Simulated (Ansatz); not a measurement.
**What Zn vacancy, symmetric start does to ZnS**

The parent structure is an 8-atom supercell of ZnS in the wurtzite structure (space group P6_3mc, No. 186; a = 3.7823 Å, c = 6.2079 Å) at its relaxed geometry.

Now apply this change: a neutral Zn vacancy, symmetric start, atoms relaxed at fixed cell.

Level of theory: PBEsol (Ansatz, an electronic-structure program), scalar-relativistic without spin-orbit coupling, earlier PAW set. k-mesh 4×6×4 (Γ-centred); smearing 0.01 eV (Fermi–Dirac).

| quantity | base | changed | shift |
|---|---|---|---|
| pressure | 0.0 GPa | -2.4 GPa | -2.4 GPa |
| energy gained by relaxation | – | 0.02 eV | – |
| largest displacement of a host atom from its site in the perfect cell | – | 0.08 Å | – |
| mean distance from the defect site to its nearest host atoms | 2.32 Å | 2.35 Å | +0.03 Å |

Final structure:

```
Zn3S4
1.0
    5.67348    -3.27559     0.00000
    1.89116     3.27559     0.00000
    0.00000     0.00000     6.20791
Zn S
3 4
Direct
  0.66113   0.00000   0.00874
  0.83882   0.50000   0.49921
  0.33528   0.00000   0.49109
  0.17200   0.50000   0.61886
  0.66873   0.00000   0.62985
  0.82607   0.50000   0.12861
  0.33130   0.00000   0.12477
```

The magnetic state is the one reached from the starting moments; the real material's order can differ, and small cells can't hold many antiferromagnetic ones. In so small a cell the defect repeats every few ångströms: this is an ordered compound, not a dilute defect. The mesh was chosen for an insulator and is coarse for the gapless case. The defect started on the symmetric site and kept its symmetry, so it may sit on a saddle. The defect cell is spin-polarised and ends with 0.9 μB.
